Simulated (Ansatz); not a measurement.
Partial pair distribution functions of a relaxed model of amorphous Al₂₈O₄₅Mo, broadened by 0.06 Å; density 3.18 g/cm³. These are PBE, scalar-relativistic without spin-orbit coupling (plane waves to 420 eV, PAW; Ansatz, a first-principles code) values and carry that method's errors.

The cell was made by melting and quenching with the CHGNet potential and then relaxed with DFT. O atoms were pushed apart under 1.9 Å during the dynamics, to hinder bonds among them. The hot cell started wider than the set density and was brought back towards it in steps. It is the lowest in DFT energy of 2 quenches. It is a model cell: composition and starting density were chosen by hand, and all elements were melted together. No dispersion term was used. Its density started from a set value of 3.18 and ended at 3.18 g/cm³. The quench (nominally 280 K/ps over its main leg) was far faster than any real one, so the model tends to hold more defects than a real film. Values belong to this one cell and scatter from quench to quench. The volume was held where the preparation left it and the shape relaxed, at a PBE pressure of 2.5 GPa. Stress components on the final sampling reach 2.7 GPa.

```
r (Å)  g Al-O  g O-Mo  g Al-Al  g O-O
-----  ------  ------  -------  -----
1.50     0.00    0.01     0.00   0.00
1.60     0.23    0.71     0.00   0.00
1.70     3.78    4.39     0.00   0.00
1.80     8.87    4.30     0.00   0.00
1.90     4.91    4.89     0.00   0.00
2.00     1.33    5.14     0.00   0.00
2.10     0.32    1.28     0.00   0.00
2.20     0.09    0.04     0.00   0.00
2.30     0.06    0.00     0.00   0.11
2.40     0.15    0.00     0.00   0.74
2.50     0.09    0.00     0.06   1.17
2.60     0.16    0.00     0.60   1.71
2.70     0.29    0.00     1.26   2.86
2.80     0.25    0.00     1.51   3.44
2.90     0.25    0.00     1.59   2.73
3.00     0.33    0.00     2.24   2.04
3.10     0.47    0.02     3.28   1.52
3.20     0.70    0.49     3.07   0.98
3.30     1.01    0.79     2.05   0.93
3.40     1.12    0.85     1.63   0.65
3.50     1.20    2.50     1.04   0.51
3.60     1.19    1.25     0.58   0.53
3.70     1.35    0.29     0.35   0.61
3.80     1.12    1.11     0.28   0.60
3.90     1.00    1.05     0.42   0.41
4.00     1.11    1.76     0.60   0.38
4.10     1.48    0.63     0.54   0.48
4.20     1.74    0.48     0.84   0.50
4.30     1.79    1.71     0.89   0.60
4.40     1.40    1.48     0.68   0.70
4.50     1.10    0.62     0.61   0.87
```

Within 2.20 Å each Al has 4.46 O neighbours on average.
